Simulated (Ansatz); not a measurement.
**What pressure 0.9 GPa does to MgS**

Consider MgS in the rock salt structure (space group Fm-3m, No. 225; a = 5.2030 Å).

One thing is altered: cell and atoms relaxed at a pressure of 0.9 GPa.

The values are results of Ansatz (a first-principles code), r2SCAN, PAW, cutoff 500 eV, no spin-orbit coupling, not measurements. k-mesh 11×11×11 (Γ-centred); smearing 0.05 eV (Fermi–Dirac).

```tsv
quantity	base	changed	shift
volume per atom	17.61 Å³	17.41 Å³	-0.193 Å³
lattice parameter a	5.203 Å	5.184 Å	-0.019 Å
shortest interatomic distance	2.602 Å	2.592 Å	-0.010 Å
band gap	3.46 eV	3.49 eV	+0.023 eV
gap character	indirect, Γ → X	indirect, Γ → X	–
width of the top valence band	2.34 eV	2.38 eV	+0.032 eV
electron mass	0.53 mₑ along k, 0.31 mₑ across (at X)	0.53 mₑ along k, 0.30 mₑ across (at X)	–
hole mass (degenerate bands, along [100])	0.28, 0.93, 0.93 mₑ (at Γ)	0.28, 0.92, 0.92 mₑ (at Γ)	–
valley order (the lowest conduction-band minima on the path, energy above the VBM, named in the base's zone)	X along ⟨100⟩ 3.46 eV; Γ 4.64 eV	X along ⟨100⟩ 3.49 eV; Γ 4.74 eV	–
```

Final structure:

```xyz
2
Lattice="0.0000 2.5920 2.5920 2.5920 0.0000 2.5920 2.5920 2.5920 0.0000" Properties=species:S:1:pos:R:3 pbc="T T T"
Mg     0.0000     0.0000     0.0000
S      2.5920     2.5920     2.5920
```

Load acts through the strain it causes; cell and atoms are relaxed under it. Masses are band curvatures over ±0.01 Å⁻¹ around the edge. Along k means along the line from Γ to the band edge. Whether these cells are dynamically stable was not tested.
